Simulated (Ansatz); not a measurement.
Take TaN in the rock salt structure (space group Fm-3m, No. 225; a = 4.3756 Å) as the base.

Now apply this change: Br takes the place of N on all its sites; the structure is relaxed again.

Levels (all Ansatz, a program for electronic structure, PAW): PBEsol (420 eV, without spin-orbit coupling); r2SCAN (500 eV, no SOC).

The geometry is relaxed with PBEsol.

| Property | Value |
|---|---|
| PBEsol pressure | 0.0 GPa |

What does r2SCAN give at this geometry for the pressure?

The pressure goes from zero to 2.2 GPa.

Single points use the geometry relaxed with PBEsol. Their cutoffs differ, which shifts pressures a little. Whether these cells are dynamically stable was not tested. As relaxed here, TaBr is a hypothetical phase, not in the database extracts checked. No Hubbard U is applied, and correlation can decide whether such a compound is a metal. All final runs are without spin polarisation. TaBr has a high density of states at the Fermi level and may be magnetic at this level. This is not the structure that TaN has at room temperature and ambient pressure.
